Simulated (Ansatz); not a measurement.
**Pressure series in InAs**

Consider InAs in the zinc blende structure (space group F-43m, No. 216; a = 6.187 Å).

Cell and atoms are relaxed at each pressure.

The values are results of PBE/PAW in Ansatz (an electronic-structure program), without spin-orbit coupling, earlier PAW set, not measurements.

Two rows of this table had their results exchanged by mistake.

| pressure | volume per atom (Å³) | shortest distance (Å) | band gap |
|---|---|---|---|
| pressure −2 GPa | 31.01 | 2.721 | zero |
| pressure −1 GPa | 30.26 | 2.699 | zero |
| pressure 0.3 GPa | 29.42 | 2.674 | zero |
| pressure 0.7 GPa | 28.04 | 2.631 | zero |
| pressure 1.5 GPa | 28.77 | 2.654 | zero |
| pressure 3 GPa | 29.19 | 2.667 | zero |
| pressure 5 GPa | 27.21 | 2.605 | zero |
| pressure 10 GPa | 25.58 | 2.552 | 0.20 eV |

**Question.** Which two?

**Answer.** The rows for pressure 0.7 GPa and pressure 3 GPa: the volume has to fall steadily with pressure, so 29.19 Å³ belongs to pressure 0.7 GPa and 28.04 Å³ to pressure 3 GPa.

The mesh was chosen for an insulator and is coarse for the gapless case. Load acts through the strain it causes; cell and atoms are relaxed under it. Stability against distortions was not tested. All final runs are without spin polarisation. Measured, InAs leaves this structure (for rock salt) near 7 GPa (temperature not stated; as listed in Datta, Sujoy, Jana, Debnarayan, arXiv (2020)). A zero or small gap of InAs can be the functional's error rather than a property of the material.
